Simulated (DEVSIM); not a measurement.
Structure: abrupt Si n-p junction, at 400 K.

```csv
layer (left to right),material,thickness (μm),Nd (cm⁻³),Na (cm⁻³),τn (s),τp (s)
1,Si,47.0,3.6e17,-,0.00045,0.00045
2,Si,18.0,-,9.6e17,0.00045,0.00045
```

Left contact: ohmic. Right contact: ohmic. Voltage is applied to the left contact. Recombination: SRH at mid-gap, Auger. Mobility is μmin + (μ − μmin)/(1 + (N/Nref)^α).

Constants are typed, rounded textbook-type inputs, not results; the design itself was drawn at random and stands for no fabricated device. Values at 300 K; Nc and Nv go as T^1.5, mobilities as T to minus their exponent, the gap by Varshni's rule with the affinity fixed.

| parameter | Si |
|---|---|
| gap (eV) | 1.124 |
| affinity (eV) | 4.05 |
| permittivity | 11.7 |
| Nc (cm⁻³) | 2.86e19 |
| Nv (cm⁻³) | 3.1e19 |
| μn (cm²/Vs) | 1417 |
| μp (cm²/Vs) | 470 |
| μn,min | 52 |
| μp,min | 45 |
| Nref,n | 9.7e16 |
| Nref,p | 2.2e17 |
| αn | 0.68 |
| αp | 0.72 |
| T exponent of μn | 2.3 |
| T exponent of μp | 2.2 |
| Cn (cm⁶/s) | 2.8e-31 |
| Cp (cm⁶/s) | 9.9e-32 |
| Varshni α (eV/K) | 0.000473 |
| Varshni β (K) | 636 |

DEVSIM, 1D drift-diffusion, Boltzmann statistics, complete ionisation; no tunnelling, impact ionisation, image-force lowering or self-heating.

### Question
Give the dark forward current.

### Answer

(V (V), J (A/cm²)): (-0.05, -1.1e-7); (-0.10, -5.6e-7); (-0.15, -2.5e-6); (-0.20, -1.1e-5); (-0.25, -4.6e-5); (-0.30, -0.00019); (-0.35, -0.00083); (-0.40, -0.0035); (-0.45, -0.015); (-0.50, -0.064); (-0.55, -0.27); (-0.60, -1.2); (-0.65, -4.8); (-0.70, -19); (-0.75, -61); (-0.80, -160); (-0.85, -320); (-0.90, -550); (-0.95, -840); (-1.00, -1200); (-1.05, -1600); (-1.10, -2000)
